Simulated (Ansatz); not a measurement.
System: AlB2-type TiB₂. Method: LDA (Ansatz, a first-principles code, PAW).

Run with plane-wave cutoff 520 eV, 24×24×18 k mesh (along the axes of the cell as run), Fermi–Dirac smearing 0.05 eV, no spin polarisation, scalar-relativistic PAW data made under PBE.

Equation-of-state points:

| V (Å³/atom) | E − E_lowest (meV/atom) | P (GPa) |
|---|---|---|
| 7.847 | 12.09 | 12.25 |
| 8.011 | 2.93 | 5.83 |
| 8.174 | 0.00 | 0.00 |
| 8.338 | 2.73 | -5.27 |
| 8.501 | 10.59 | -10.06 |

Task: Estimate the bulk modulus from the pressures at 8.011 and 8.338 Å³/atom, and compare it with a fit to all energies.

Result: B = −V dP/dV. Between V = 8.011 and 8.338 Å³/atom, dP/dV = (-5.27 − (5.83))/(8.338 − 8.011) = -33.9 GPa per Å³/atom; at the midpoint 8.174 Å³/atom this gives B ≈ 277 GPa. The third-order Birch–Murnaghan fit gives V0 = 8.175 Å³/atom, B0 = 277 GPa, B′ = 3.9, which lies within 1 % of that estimate.

Shape and atoms are relaxed at each volume.

Measured, for comparison: bulk modulus 240 GPa (room temperature, no zero-point or thermal correction, sources range from 233 to 250; as tabulated in Synthesis of Binary Transition Metal Nitrides, Carbides and Borides from the …). Computed less measured: bulk modulus +15 % (+11 % to +19 % over the range).

Static lattice: no zero-point or thermal effects.
